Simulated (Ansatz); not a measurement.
ZnO: response to strain

The parent structure is ZnO in the wurtzite structure (space group P6_3mc, No. 186; a = 3.235 Å, c = 5.211 Å).

Strains are applied to the cell and any free atomic positions relax.

Computed with plane-wave PAW DFT at the r2SCAN level (Ansatz, a first-principles code, 500 eV), no spin-orbit coupling, earlier PAW set.

Notes on the quantities. energy relative to the base: free energy F.

| isotropic strain (%) | energy relative to the base (meV/atom) |
|---|---|
| -5.03 | 149.7 |
| -4.77 | ? |
| -0.75 | 2.9 |
| 0 | 0.0 |
| 0.15 | 0.1 |

**Question.** Fit ΔE = Aε² + Bε³ (ε in %) to the rows shown and predict the withheld row.

**Answer.** Least squares on the printed values gives A = 5.02 and B = -0.18 meV/atom (largest residual 0.0 meV/atom); this predicts 133.6 meV/atom, and the run gives 133.4 meV/atom, 0.2 lower.

Whether these cells are dynamically stable was not tested.
